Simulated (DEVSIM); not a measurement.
**abrupt GaAs n-p junction**

Structure: abrupt GaAs n-p junction, at 400 K.

```csv
layer (left to right),material,thickness (μm),Nd (cm⁻³),Na (cm⁻³),τn (s),τp (s)
1,GaAs,0.260,3.6e14,-,4.1e-10,4.1e-10
2,GaAs,0.660,-,3.6e16,4.1e-10,4.1e-10
```

Left contact: ohmic. Right contact: ohmic. Voltage is applied to the left contact. Recombination: SRH at mid-gap, radiative. Mobility is μmin + (μ − μmin)/(1 + (N/Nref)^α).

The device is made up for the run: typed textbook-type constants, with dimensions and the other settings drawn at random. Values at 300 K; Nc and Nv go as T^1.5, mobilities as T to minus their exponent, the gap by Varshni's rule with the affinity fixed.

| parameter | GaAs |
|---|---|
| gap (eV) | 1.424 |
| affinity (eV) | 4.07 |
| permittivity | 12.9 |
| Nc (cm⁻³) | 4.7e17 |
| Nv (cm⁻³) | 9e18 |
| μn (cm²/Vs) | 8500 |
| μp (cm²/Vs) | 400 |
| μn,min | 500 |
| μp,min | 20 |
| Nref,n | 6e16 |
| Nref,p | 1.5e17 |
| αn | 0.39 |
| αp | 0.38 |
| T exponent of μn | 2.1 |
| T exponent of μp | 2.2 |
| B (cm³/s) | 2e-10 |
| Varshni α (eV/K) | 0.000541 |
| Varshni β (K) | 204 |

DEVSIM, 1D drift-diffusion, Boltzmann statistics, complete ionisation; no tunnelling, impact ionisation, image-force lowering or self-heating.

```
Quantity                                            Value
---------------------------------------------  ----------
Potential step across the device at zero bias     0.910 V
Largest field in the device at zero bias       31000 V/cm
Dark forward voltage at 1 A/cm²                   0.587 V
Dark forward voltage at 100 A/cm²                 0.807 V
```

Dark forward current:

```json
[
 {"V (V)": "-0.05", "J (A/cm²)": "-6.4e-6"},
 {"V (V)": "-0.10", "J (A/cm²)": "-2.0e-5"},
 {"V (V)": "-0.15", "J (A/cm²)": "-5.2e-5"},
 {"V (V)": "-0.20", "J (A/cm²)": "-0.00013"},
 {"V (V)": "-0.25", "J (A/cm²)": "-0.00035"},
 {"V (V)": "-0.30", "J (A/cm²)": "-0.00099"},
 {"V (V)": "-0.35", "J (A/cm²)": "-0.0030"},
 {"V (V)": "-0.40", "J (A/cm²)": "-0.0097"},
 {"V (V)": "-0.45", "J (A/cm²)": "-0.033"},
 {"V (V)": "-0.50", "J (A/cm²)": "-0.11"},
 {"V (V)": "-0.55", "J (A/cm²)": "-0.40"},
 {"V (V)": "-0.60", "J (A/cm²)": "-1.4"},
 {"V (V)": "-0.65", "J (A/cm²)": "-4.6"},
 {"V (V)": "-0.70", "J (A/cm²)": "-14"},
 {"V (V)": "-0.75", "J (A/cm²)": "-39"},
 {"V (V)": "-0.80", "J (A/cm²)": "-91"},
 {"V (V)": "-0.85", "J (A/cm²)": "-190"},
 {"V (V)": "-0.90", "J (A/cm²)": "-340"},
 {"V (V)": "-0.95", "J (A/cm²)": "-600"},
 {"V (V)": "-1.00", "J (A/cm²)": "-1000"},
 {"V (V)": "-1.05", "J (A/cm²)": "-1700"},
 {"V (V)": "-1.10", "J (A/cm²)": "-2500"}
]
```
